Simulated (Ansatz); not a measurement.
Consider GaAs in the zinc blende structure (space group F-43m, No. 216; a = 5.7456 Å).

Computed with PBE (Ansatz, a quantum-chemistry and plane-wave program, PAW, without spin-orbit coupling).

Strains are applied to the cell and any free atomic positions relax.

One change was made to it. Results:

```json
[
 {"quantity": "band gap", "base": "0.16 eV", "after": "zero"},
 {"quantity": "pressure", "base": "0.0 GPa", "after": "-3.1 GPa"},
 {"quantity": "energy relative to the base (free energy F)", "base": "0 meV/atom", "after": "+15 meV/atom"}
]
```

Task: What was done to the base?
A. isotropic strain −2.00 %
B. isotropic strain +1.00 %
C. isotropic strain +3.00 %
D. isotropic strain +2.00 %

Result: D, isotropic strain +2.00 %. For comparison, the energy relative to the base in the other runs: isotropic strain +1.00 % gives +3.8 meV/atom; isotropic strain +3.00 % gives +32 meV/atom; isotropic strain −2.00 % gives +17 meV/atom.

A case with no gap was solved on a k-mesh chosen for an insulator, which is coarse for it. Whether these cells are dynamically stable was not tested. All final runs are without spin polarisation. A zero or small gap of GaAs can be the functional's error rather than a property of the material.
